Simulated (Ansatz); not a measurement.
Pressure series in MgO

The parent structure is MgO in the rock salt structure (space group Fm-3m, No. 225; a = 4.159 Å).

Cell and atoms are relaxed at each pressure.

Level of theory: LDA/PAW in Ansatz (a first-principles code), scalar-relativistic without spin-orbit coupling.

```tsv
variant	band gap	volume per atom
base	5.03 eV	8.99 Å³
pressure −2 GPa	4.92 eV	9.10 Å³
pressure −1 GPa	4.98 eV	9.05 Å³
pressure 0.9 GPa	5.09 eV	8.95 Å³
pressure 2.1 GPa	5.16 eV	8.89 Å³
pressure 4.5 GPa	5.29 eV	8.77 Å³
pressure 9 GPa	5.53 eV	8.58 Å³
pressure 15 GPa	5.83 eV	8.35 Å³
pressure 22.5 GPa	6.18 eV	8.10 Å³
pressure 30 GPa	6.50 eV	7.88 Å³
```

Load acts through the strain it causes; cell and atoms are relaxed under it. Whether these cells are dynamically stable was not tested. No other phases were tried under pressure.
